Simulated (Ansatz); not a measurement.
# Response to strain in SiC

Base system: SiC in the wurtzite structure (space group P6_3mc, No. 186; a = 3.0564 Å, c = 5.0158 Å). Axes: x lies along a and z along c of the hexagonal cell.

Strains are applied to the cell and any free atomic positions relax.

All numbers come from plane-wave PAW DFT at the LDA level (Ansatz, a quantum-chemistry and plane-wave program, 420 eV), no SOC.

Notes on the quantities. energy relative to the base: free energy F.

```csv
uniaxial strain ε_zz (%),energy relative to the base (meV/atom)
-3,16.7
-2.4,10.6
-1.8,?
-0.6,0.6
0,0.0
```

Task: Fit ΔE = Aε² + Bε³ (ε in %) to the rows shown and predict the withheld row.

Result: Least squares on the printed values gives A = 1.77 and B = -0.030 meV/atom (largest residual 0.0 meV/atom); this predicts 5.9 meV/atom, and the run gives 5.9 meV/atom, in agreement.

Whether these cells are dynamically stable was not tested.
